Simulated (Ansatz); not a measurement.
We consider NbSi2 (model structure, started from the CrSi2 type, P6₂22, No. 180, 9 atoms in the cell), described by r²SCAN (PAW; Ansatz, an electronic-structure program).

Settings: plane-wave cutoff 560 eV, 12×12×8 k mesh (along the axes of the cell as run), Fermi–Dirac smearing 0.05 eV, no spin polarisation, scalar-relativistic PAW data made under PBE.

Cell (relaxed at this level):

```cif
data_Nb3Si6
_chemical_formula_sum 'Nb3 Si6'
_space_group_name_H-M_alt 'P 1'
_space_group_IT_number 1
_cell_length_a 4.79600
_cell_length_b 4.79600
_cell_length_c 6.58037
_cell_angle_alpha 90.000
_cell_angle_beta 90.000
_cell_angle_gamma 120.000
loop_
_space_group_symop_operation_xyz
  'x, y, z'
loop_
_atom_site_label
_atom_site_type_symbol
_atom_site_fract_x
_atom_site_fract_y
_atom_site_fract_z
_atom_site_occupancy
Nb1 Nb 0.50000 0.00000 0.00000 1
Nb2 Nb 0.50000 0.50000 0.33333 1
Nb3 Nb 0.00000 0.50000 0.66667 1
Si1 Si 0.15846 0.31693 0.00000 1
Si2 Si 0.84154 0.15846 0.33333 1
Si3 Si 0.68307 0.84154 0.66667 1
Si4 Si 0.84154 0.68307 0.00000 1
Si5 Si 0.15846 0.84154 0.33333 1
Si6 Si 0.31693 0.15846 0.66667 1
```

### Question
Estimate the bulk modulus that the calculation returns.

### Answer

* **bulk modulus**: 183 GPa

The run finds no gap.

Note: the bulk modulus is −V dP/dV from two relaxed cells at ±2 % in volume.

Static lattice: no zero-point or thermal effects.

The result took roughly 8 core-minutes.

A model structure was made by putting elements into a prototype or built by hand; here it ended with the formula and space group of a phase in our tables.
